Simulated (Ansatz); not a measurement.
Ansatz (a program for electronic structure) run on SiO2 (P4_2/mnm, 6 atoms in the cell): self-consistent single point.

Computed with PBE, PAW files (plane waves; Ansatz).

```xyz
6
Lattice="4.1510 0.0000 0.0000 0.0000 4.1510 0.0000 0.0000 0.0000 2.6412" Properties=species:S:1:pos:R:3 pbc="T T T"
Si     2.0755     2.0755     1.3206
Si     0.0000     0.0000     0.0000
O      2.8773     2.8773     0.0000
O      1.2737     1.2737     0.0000
O      3.3492     0.8018     1.3206
O      0.8018     3.3492     1.3206
```

Reference input (self-consistent single point, DFT, PBE, plane waves, PAW files): basis.ecutwfc = 420 eV; kpoints.mp_grid.grid = 8 8 12; kpoints.mp_grid.shift = 0.5 0.5 0.5; hamiltonian.xc = pbe; hamiltonian.pseudopotentials = {kind: paw} (the program's default PAW files); scf.occupations.method = fixed. This run's input differs from it in these lines:

Ansatz 0.2 input:
```diff
@@ -14,3 +14,3 @@
 basis:
-  ecutwfc: 420.0
+  ecutwfc: 630.0
 kpoints:
```

Log, with long lists cut:

```
SCF iter   1: F=—  HF=-3549.225687 eV  |F-HF|=—  |Δ(HF+E_count)|=         —  Δρ=1.54e-1  dr2=8.55e0  ethr=3.10e-3  ⟨swp⟩=4.3  Hψ=5974  notcnv=0  defer=238
all-band conjugate gradients solve this SCF's bands
preconditioner: auto → none
SCF iter   2: F=—  HF=-3546.999838 eV  |F-HF|=—  |Δ(HF+E_count)|=    2.23e0  Δρ=6.52e-2  dr2=6.91e-1  ethr=3.10e-3  ⟨swp⟩=3.6  Hψ=3508  notcnv=0  defer=233
SCF iter   3: F=—  HF=-3546.869346 eV  |F-HF|=—  |Δ(HF+E_count)|=   1.30e-1  Δρ=2.38e-2  dr2=9.24e-2  ethr=2.16e-3  ⟨swp⟩=2.6  Hψ=2489  notcnv=0  defer=234
SCF iter   4: F=—  HF=-3546.900677 eV  |F-HF|=—  |Δ(HF+E_count)|=   3.13e-2  Δρ=2.00e-3  dr2=7.12e-4  ethr=2.89e-4  ⟨swp⟩=2.1  Hψ=1501  notcnv=0  defer=240
SCF iter   5: F=—  HF=-3546.901325 eV  |F-HF|=—  |Δ(HF+E_count)|=   6.48e-4  Δρ=2.82e-4  dr2=8.89e-6  ethr=2.23e-6  ⟨swp⟩=2.1  Hψ=2263  notcnv=0  defer=240
SCF iter   6: F=—  HF=-3546.901365 eV  |F-HF|=—  |Δ(HF+E_count)|=   4.04e-5  Δρ=2.72e-5  dr2=3.27e-7  ethr=2.78e-8  ⟨swp⟩=2.0  Hψ=2209  notcnv=0  defer=114
SCF iter   7: F=-3546.901365 eV  HF=-3546.901365 eV  |F-HF|=1.41e-9  |Δ(HF+E_count)|=   1.14e-7  Δρ=4.40e-6  dr2=4.28e-9  ethr=3.13e-10  ⟨swp⟩=11.9  Hψ=7856  notcnv=0
SCF 1 converged in 7 iterations: F = -3546.901365 eV  dr2 = 4.28e-9
Free energy (F): -3546.901365 eV
Internal energy: -3546.901365 eV  (E = F + TS)
E sigma→0 (E₀):  -3546.901365 eV
Fermi energy:    10.821174 eV
--- Forces (eV/Å), atoms counted from 1 ---
  atom   1  Si    -0.00000000     0.00000000     0.00000000
  atom   2  Si     0.00000000    -0.00000000     0.00000000
  atom   3  O      0.29463516     0.29463516     0.00000000
  atom   4  O     -0.29463516    -0.29463516     0.00000000
  atom   5  O     -0.29463516     0.29463516     0.00000000
  atom   6  O      0.29463516    -0.29463516     0.00000000
--- Stress (GPa, compression-positive) ---
       18.370082       0.000000       0.000000
        0.000000      18.370082       0.000000
        0.000000       0.000000      22.225819
  P = ⅓ Tr σ = 19.6553 GPa (196.553 kbar)
  The stress holds the Pulay correction. Without it, at fixed plane waves, as pw.x and ABINIT print it: P = 19.6271 GPa
```

The run converged in 7 iterations. Against the reference run the free energy drops by 2.8 meV/atom, the pressure hardly changes (19.69 to 19.66 GPa), the largest force moves little (0.419 to 0.417 eV/Å) and the gap on the mesh moves little (6.382 to 6.383 eV).

The starting cell comes from a database of computed structures (which also holds hypothetical and non-ambient phases and stackings), without a prior relaxation at this level. Its lattice was rescaled by a random factor within 2.5 % of one. Ansatz's pressure includes its estimate of the finite-basis (Pulay) stress. The shifted mesh does not hold Γ, so a gap read on it misses any band edge there.
